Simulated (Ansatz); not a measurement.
**What strain tensor (xx, yy, zz, yz, xz, xy) = (−0.84, +0.74, +2.46, −0.12, +0.72, −0.06) % does to hypothetical fluorite ZrSe2**

Start from ZrSe$_{2}$ in the fluorite structure (space group Fm-3m, No. 225; a = 6.508 Å; a hypothetical phase, not in the database extracts checked). Axes: x, y, z lie along the cube axes.

It is then changed as follows: strain tensor (xx, yy, zz, yz, xz, xy) = (−0.84, +0.74, +2.46, −0.12, +0.72, −0.06) %, atoms relaxed at fixed cell.

Calculations: DFT with PBEsol, PAW potentials and a 420 eV plane-wave cutoff in Ansatz (an electronic-structure program), scalar-relativistic without spin-orbit coupling. k-mesh 12×12×12 (Γ-centred); smearing 0.05 eV (Fermi–Dirac).

| quantity | base | changed | shift |
|---|---|---|---|
| volume per atom | 22.96 Å³ | 23.50 Å³ | +0.54 Å³ |
| space group | Fm-3m (No. 225) | P-1 (No. 2) | – |
| energy relative to the base (free energy F) | 0 meV/atom | +7.3 meV/atom | +7.3 meV/atom |
| pressure (mean of the normal stresses, compression positive) | 0.0 GPa | -2.1 GPa | -2.1 GPa |
| band gap | zero | zero | – |
| largest internal atomic displacement | – | 0.014 Å | – |
| stress (xx, yy, zz, yz, xz, xy; compression positive) (rough) | – | (-0.5, -2.0, -3.7, 0.0, 0.1, 0.0) GPa | – |

Final structure:

```xyz
3
Lattice="0.0215 3.2739 3.3299 3.2497 -0.0057 3.3571 3.2246 3.2760 0.0194" Properties=species:S:1:pos:R:3 pbc="T T T"
Zr     0.0000     0.0000     0.0000
Se     1.6260     1.6223     1.6777
Se     4.8698     4.9220     5.0286
```

Without a gap, meshes like the base's 12×12×12 leave anisotropic stresses uncertain by several tenths of a GPa, and small strain energies with them. Whether these cells are dynamically stable was not tested. All final runs are without spin polarisation.
